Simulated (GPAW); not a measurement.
**Equation of state of fluorite-structure PtAl2 (space group 225): energy against volume (GPAW, LDA)**

```xyz
3
Lattice="0.0000 2.8401 2.8401 2.8401 0.0000 2.8401 2.8401 2.8401 0.0000" Properties=species:S:1:pos:R:3 pbc="T T T"
Al     1.4200     1.4200     1.4200
Al     4.2601     4.2601     4.2601
Pt     0.0000     0.0000     0.0000
```

Method: LDA (Perdew-Wang 92), GPAW PAW datasets LDA (gpaw-data 1.0.1) (plane waves; GPAW). Settings: mode = pw; ecut = 585 eV; xc = LDA; kpts = 17 17 17; mesh shift (steps) = 0 0 0; occupations.name = fermi-dirac; occupations.width = 0.05 eV; nbands = -11; symmetry.symmorphic = false; symmetry.tolerance = 0.0005; maxiter = 150. The cell above is the first row's. The rows scale it uniformly. In all rows fractional positions and the k mesh are held. E is the free energy at the stated smearing, counted from the lowest row.

| V (Å^3/atom) | E (meV/atom) |
|---|---|
| 15.272 | ? |
| 15.604 | 40.24 |
| 15.936 | 19.31 |
| 16.268 | 6.16 |
| 16.600 | 0.00 |
| 16.932 | 0.11 |
| 17.264 | 5.85 |
| 17.596 | 16.64 |
| 17.928 | 31.95 |

The 8 complete rows are fitted with the third-order Birch-Murnaghan form, a cubic in V^(-2/3), E against V. With u = V^(-2/3) - 0.153, the rows have u = 0.007144, 0.004912, 0.002756, 0.000672, -0.001343, -0.003294, -0.005183, -0.007014. Least squares gives E = -0.620 + 434.61·u + 731876·u² + 1111400·u³. Residuals (row less fit): -0.003, 0.005, 0.000, -0.003, -0.004, 0.000, 0.007, -0.004; standard error 0.005 (degrees of freedom: 4). Its minimum lies at u = -0.000297, so V0 = (0.152703)^(-3/2) = 16.76. There d²E/du² = 1462000 and d³E/du³ = 6668000, so B0 = (4/9) × 16.76^(-7/3) × 1462000 × 0.160218 = 145 GPa (the last factor turns the table's units into GPa), and B0' = 4 + (2/3) × 0.152703 × (6668000)/1462000 = 4.5. The program's pressures in the fitted runs (not shown) pass through zero at V = 16.76, 0.01 % from this V0.

Problem. Predict the withheld E at V = 15.272 from the fit, and compare with the calculation.

Solution. u = 0.009456, so E = -0.620 + 434.61 × 0.009456 + 731876 × 0.009456² + 1111400 × 0.009456³ = 69.871 meV/atom. The calculation gives 69.83 meV/atom, 0.041 meV/atom below the prediction (0.1 % of the range of E in the table). The row lies outside the fitted rows, so this is an extrapolation. From the scatter of the fitted rows alone, a prediction at this place has a standard error of 0.016 meV/atom, so the miss is 2.6 times that.

Carrying the step between the two nearest rows on in a straight line would have given 61.17, off by 8.66; series whose last step already gives the withheld value aren't shown. The scan was laid around a cell of about the measured size, scaled by a guess for this functional. The runs keep the symmetry of the cell, so they don't test it for distortions. Spin polarisation is off. Spin-orbit coupling is off. Cutoffs and mesh are single choices, not tested for convergence of this quantity. Series with a scatter that would blur these digits, or in which a gap closes, are not shown. Nor are scans whose minimum lies at an end fitted in this form.
